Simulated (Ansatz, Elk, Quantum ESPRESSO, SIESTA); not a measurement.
## Sr₂CoCl₂O₂ (I4/mmm, 7 atoms in the cell) computed with different codes at matched settings

Self-consistent single point, at a second geometry (lattice scaled by 0.98). First geometry:

```
Sr2Co(ClO)2
1.0
   -2.04105     2.04105     7.70479
    2.04105    -2.04105     7.70479
    2.04105     2.04105    -7.70479
Sr Co Cl O
2 1 2 2
Direct
  0.39250   0.39250   0.00000
  0.60750   0.60750   0.00000
  0.00000   0.00000   0.00000
  0.82020   0.82020   0.00000
  0.17980   0.17980   0.00000
  0.00000   0.50000   0.50000
  0.50000   0.00000   0.50000
```
Moments meant for the start (each program seeds them in its own way; μB, in the order of the atoms Sr Sr Co Cl Cl O O): 0.0 0.0 3.0 0.0 0.0 0.0 0.0.

Shared settings, as Ansatz (an electronic-structure program) writes them: kpoints.mp_grid.grid = 4 4 4; scf.occupations.method = fermi_dirac; scf.occupations.width = 0.05 eV. Potentials and cutoffs stand in the table.

| code | model | ΔF from the first geometry (meV/atom) | pressure (GPa) | largest force (eV/Å) | size of the net moment (μB/atom) | cutoff |
|---|---|---|---|---|---|---|
| SIESTA | LDA PW92, numerical atomic orbitals TZP, PseudoDojo LDA standard norm-conserving potentials (rewritten from UPF to PSML) | -47.0 | -4.84 | 0.216 | 0.33 | grid 350 Ry |
| Quantum ESPRESSO | LDA (PZ), GBRV 1.5 ultrasoft (LDA) pseudopotentials | -48.2 | -5.41 | 0.066 | 0.32 | 50 Ry |
| Ansatz | LDA (PW92), PAW files made with PBE | -48.8 | -5.59 | 0.085 | 0.32 | 420 eV |
| Elk | LDA (PW92), all-electron FP-LAPW, Elk's shipped species files, default APW+lo basis | -47.4 | – | – | 0.27 | default |

Size of the force on each atom (eV/Å): Sizes of forces hide their directions.

```tsv
code	Sr1	Sr2	Co3	Cl4	Cl5	O6	O7
SIESTA	0.159	0.159	0.000	0.216	0.216	0.000	0.000
Quantum ESPRESSO	0.066	0.066	0.000	0.003	0.003	0.000	0.000
Ansatz	0.085	0.085	0.000	0.011	0.011	0.000	0.000
```

A dash marks a value that a program does not give, or that is left out as unsure.

On Ansatz's run: with one magnetic atom in the cell only a parallel order is possible.

The spread over the programs that give each value: ΔF from the first geometry within 1.8 meV/atom; pressure within 0.75 GPa; largest force within 0.150 eV/Å; size of the net moment within 0.06 μB/atom.

SIESTA uses small atom-centred bases, whose incompleteness enters pressures, forces and empty levels differently from a plane-wave cutoff. Elk treats all electrons, but the usual bases taken here (sphere radii, linearisation, local orbitals, empty states) were not tested for convergence, so the values are no reference for the others. Ansatz's pressure is given at a fixed set of plane waves, as the other plane-wave codes print theirs; with its correction for the finite basis it is -5.39 GPa (the shift of 0.20 GPa shows how far the cutoff is from converged). The same LDA comes in different parametrisations, which differ slightly. In the force vectors, SIESTA (by 0.234) lies more than 0.08 eV/Å from the median of the plane-wave programs.

The shared mesh is coarse (it stands for a supercell whose shortest vector is 16 Å), so the values are not converged in it.

The starting cell comes from a database of computed structures (which also holds hypothetical and non-ambient phases and stackings), without a prior relaxation at this level. Its lattice was rescaled by a random factor within 2.5 % of one. For this run, on top of that: lattice scaled by 0.98.

Keys are those of Ansatz 0.2.
